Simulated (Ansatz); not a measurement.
AgAl (model structure, Cmcm, No. 63, 4 atoms in the cell) was calculated with LDA in Ansatz (PAW).

Run with plane-wave cutoff 520 eV, 18×18×14 k mesh (along the axes of the cell as run), Fermi–Dirac smearing 0.05 eV, no spin polarisation, scalar-relativistic PAW data made under PBE.

Cell (relaxed at this level):

```cif
data_Ag4Al4
_chemical_formula_sum 'Ag4 Al4'
_space_group_name_H-M_alt 'Cmcm'
_space_group_IT_number 63
_space_group_name_Hall '-C 2c 2'
_cell_length_a 2.76180
_cell_length_b 10.43437
_cell_length_c 4.45440
_cell_angle_alpha 90.000
_cell_angle_beta 90.000
_cell_angle_gamma 90.000
loop_
_atom_site_label
_atom_site_type_symbol
_atom_site_symmetry_multiplicity
_atom_site_Wyckoff_symbol
_atom_site_fract_x
_atom_site_fract_y
_atom_site_fract_z
_atom_site_occupancy
Ag1 Ag 4 c 0.00000 0.34023 0.25000 1
Al1 Al 4 c 0.00000 0.07973 0.25000 1
```
(The calculation used a cell of 4 atoms; values per cell refer to that cell.)

Question: Predict the bulk modulus.

Answer: 
bulk modulus: 96.1 GPa

The run finds no gap.

Note: the bulk modulus is −V dP/dV from two relaxed cells at ±2 % in volume; the relaxation could raise the start's symmetry but not lower it, so the cell can be a saddle point.

Static lattice: no zero-point or thermal effects.

The result took around 13 core-minutes (rough).

A model structure was made by putting elements into a prototype or built by hand; it is no filed structure, need not be a known phase, and can be a saddle point held by its symmetry.

Ansatz is a quantum-chemistry and plane-wave program.
